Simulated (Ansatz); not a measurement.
## Pt: stress against strain

Pt (fcc, Fm-3m, 15.311 Å³/atom and stress up to 0.01 GPa in the relaxed cell) under an equal strain ε in the (111) plane with the normal axis free, as in a coherent film. r2SCAN in Ansatz, a plane-wave DFT program (PAW, default set), 500 eV, 29×29×29 Γ-centred mesh, Fermi-Dirac smearing 0.10 eV. Stress is positive for a compressed cell.

Here s stands for strain and y for stress xx.

| strain (%) | stress xx (GPa) |
|---|---|
| -1.25 | 4.35 |
| -0.83 | 2.79 |
| -0.42 | 1.36 |
| 0.00 | 0.00 |
| 0.42 | -1.29 |
| 0.83 | -2.49 |
| 1.25 | -3.66 |
| 2.50 | ? |

Q: Fit y against s with a straight line, and predict the withheld value at s = 2.50.

A: Means: s 0, y 0.151. About the means, the sum of products is -15.508 and the sum of squares of s is 4.8556; the slope is their ratio. Least squares gives y = 0.151 - 3.1938·s. Residuals (row less fit): 0.207, -0.012, -0.132, -0.151, -0.100, 0.010, 0.181; standard error 0.159 (degrees of freedom: 5). The slope gives the biaxial elastic modulus of this plane = about 320 GPa. At the withheld row, y = 0.151 - 3.1938 × 2.50 = -7.833 GPa. The calculation gives -6.80 GPa, 1.033 GPa above the prediction (9.3 % of the range of y in the table). The row lies outside the fitted rows, so this is an extrapolation. From the scatter of the fitted rows alone, a prediction at this place has a standard error of 0.248 GPa, so the miss is 4.2 times that.

A polynomial of degree 2 through the 12 other runs of the series gives -6.63 there, so most of the miss is curvature that the fit leaves out. In a metal these values are sensitive to mesh and smearing; energies are taken to zero smearing, stresses follow the free energy. The runs aren't spin-polarised. Spin-orbit coupling is left out, which can shift these values for the heavy elements here. Rows are the converged runs of the series near zero and its far end; series whose fitted rows scatter by over a few per cent of the range, as at a crossing or softening among them, aren't shown in this form, nor equations of state whose B0' disagrees with the runs' pressures. Most that stay on the fit to the last digits aren't either.
